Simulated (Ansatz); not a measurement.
The reference is Pt in the fcc (Cu type) structure (space group Fm-3m, No. 225; a = 3.9418 Å; relaxed with 0.1 eV smearing).

Method: r2SCAN in Ansatz (plane waves to 500 eV, PAW, scalar-relativistic without spin-orbit coupling).

Base values:

- Pressure = 0.0 GPa
- Band gap = zero

It is then changed as follows: every lattice vector is shortened by 3.00 %, atoms relaxed at fixed cell.

Task: Predict the new energy relative to the base.

Result: The energy rises by 120 meV/atom.

Task: Estimate the effect on the pressure.

Result: The pressure goes from zero to 31.6 GPa.

Task: What does the calculation give for the band gap after the change?

Result: The band gap remains zero.

The cells carry an imposed strain or load. No phonon test of stability was made. All final runs are without spin polarisation.

Ansatz is a first-principles code.
